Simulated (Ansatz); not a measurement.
System: interstitial Al in 2H silicon carbide (charge state +3). Calculation: PBE, PAW (plane waves to 420 eV; Ansatz, a first-principles code).

Settings: 72 host sites, the relaxed PBE lattice, the Γ point alone, smearing 0.01 eV, spin-restricted, no image-charge correction. No zero-point or tunnelling terms. The host's phase is taken as given; its stability against other phases was not computed. The charge state is imposed; whether it is stable for some Fermi level was not computed. Sites that were not tried may lie lower.

Barriers: single points on a 2×2×2 k-point mesh shifted by half a step along c at the bands' geometries (they differ from the bands' own by up to 0.19 eV, and are uncertain by about as much).

Relaxed starting cell (atoms counted from 1):

```xyz
73
Lattice="9.2765 0.0000 0.0000 -4.6383 8.0337 0.0000 0.0000 0.0000 10.1479" Properties=species:S:1:pos:R:3 pbc="T T T"
Si     1.5448     0.8872     2.5062
Si     1.6397     0.9420     7.7145
Si    -0.0013     3.5884     2.4807
Si    -0.0013     3.5868     7.6112
Si    -1.5272     6.2313     2.4807
Si    -1.5286     6.2321     7.6112
Si     4.6369     0.8843     2.5394
Si     4.6369     0.8898     7.6307
Si     3.0884     3.5665     2.5394
Si     3.0932     3.5637     7.6307
Si     1.5245     6.2313     2.4807
Si     1.5260     6.2321     7.6112
Si     7.7290     0.8872     2.5062
Si     7.6342     0.9420     7.7145
Si     6.1855     3.5665     2.5394
Si     6.1807     3.5637     7.6307
Si     4.6369     6.2429     2.5062
Si     4.6369     6.1333     7.7145
Si    -0.0013     1.7910     0.0128
Si    -0.0014     1.9213     4.9082
Si    -1.5528     4.4546    -0.0166
Si    -1.5564     4.4525     5.0708
Si    -3.0838     7.1300     0.0128
Si    -2.9709     7.0648     4.9081
Si     3.1052     1.7881     0.0289
Si     3.1018     1.7861     5.0866
Si     1.5501     4.4546    -0.0166
Si     1.5538     4.4525     5.0708
Si    -0.0013     7.1418    -0.0166
Si    -0.0013     7.1460     5.0708
Si     6.1687     1.7881     0.0289
Si     6.1720     1.7862     5.0866
Si     4.6369     4.4412     0.0289
Si     4.6369     4.4450     5.0866
Si     3.0811     7.1300     0.0128
Si     2.9683     7.0648     4.9082
C      1.5227     0.8745     4.4674
C      1.5498     0.8901     9.5679
C     -0.0013     3.6325     4.4025
C     -0.0013     3.5581     9.5098
C     -1.4890     6.2092     4.4025
C     -1.5535     6.2465     9.5098
C      4.6369     0.8845     4.4593
C      4.6369     0.8918     9.5358
C      3.0885     3.5664     4.4593
C      3.0949     3.5627     9.5358
C      1.4864     6.2093     4.4025
C      1.5508     6.2465     9.5098
C      7.7511     0.8745     4.4673
C      7.7241     0.8901     9.5679
C      6.1853     3.5664     4.4593
C      6.1790     3.5627     9.5358
C      4.6369     6.2684     4.4673
C      4.6369     6.2372     9.5679
C     -0.0013     1.7847     1.9227
C     -0.0013     1.7555     6.9710
C     -1.5514     4.4554     1.8926
C     -1.5509     4.4556     6.9791
C     -3.0893     7.1331     1.9227
C     -3.1145     7.1477     6.9710
C      3.0923     1.7807     1.9384
C      3.1080     1.7897     6.9974
C      1.5488     4.4554     1.8926
C      1.5483     4.4557     6.9791
C     -0.0013     7.1402     1.8926
C     -0.0013     7.1397     6.9791
C      6.1815     1.7807     1.9384
C      6.1658     1.7897     6.9974
C      4.6369     4.4560     1.9384
C      4.6369     4.4378     6.9974
C      3.0866     7.1331     1.9227
C      3.1119     7.1477     6.9709
Al    -0.0013    -0.0055     6.1576
```
Cell charge +3.

End state 1 differs by these moves (Å; atoms that move under 0.08 Å are left out):

```tsv
atom	element	Δx	Δy	Δz
2	Si	-0.09	-0.06	-0.08
10	Si	0.00	-0.11	0.08
12	Si	-0.08	0.07	0.10
14	Si	0.09	-0.03	-0.10
18	Si	0.09	0.17	0.00
20	Si	0.01	-0.15	0.16
24	Si	-0.11	0.08	0.18
28	Si	-0.13	-0.06	-0.16
34	Si	0.12	-0.06	-0.18
36	Si	0.12	0.21	0.00
39	C	-0.06	-0.10	0.00
41	C	-0.06	0.03	0.06
47	C	0.08	0.02	0.06
49	C	-0.02	0.08	-0.06
51	C	0.06	-0.03	-0.06
73	Al	-1.55	-2.68	0.00
```

Problem. Estimate the forward and backward barriers to end state 1 that PBE, PAW returns for this input.

Solution. forward 2.17 eV, backward 2.17 eV; at the saddle point atom 73 has neighbours 2 C at 1.84, 2 C at 2.24; Si at 2.15, Si at 2.38 Å. The program found a first-order saddle point.

End state 2 differs by these moves (Å; atoms that move under 0.08 Å are left out):

```
atom  element     Δx     Δy     Δz
----  -------  -----  -----  -----
2          Si   0.03   0.01  -0.28
14         Si  -0.03   0.01  -0.28
18         Si   0.00  -0.03  -0.28
19         Si   0.00   0.10   0.08
20         Si   0.00  -0.14   0.12
23         Si   0.09  -0.05   0.08
24         Si  -0.12   0.07   0.12
26         Si   0.01   0.00  -0.08
32         Si  -0.01   0.00  -0.08
34         Si   0.00  -0.01  -0.08
35         Si  -0.09  -0.05   0.08
36         Si   0.12   0.07   0.12
39          C   0.00  -0.07   0.06
41          C  -0.06   0.03   0.06
47          C   0.06   0.03   0.06
62          C   0.04   0.02  -0.07
68          C  -0.04   0.02  -0.07
70          C   0.00  -0.05  -0.07
73         Al   0.00   0.00   2.52
```

Problem. What is the computed forward and backward barriers to end state 2 (PBE, PAW)?

Solution. forward 2.77 eV, backward 2.77 eV; at the saddle point atom 73 has neighbours 3 C at 1.87; 3 Si at 2.13 Å. The check of the saddle point's order was inconclusive, and it lies on a symmetry element of the cell, where a band can be held.
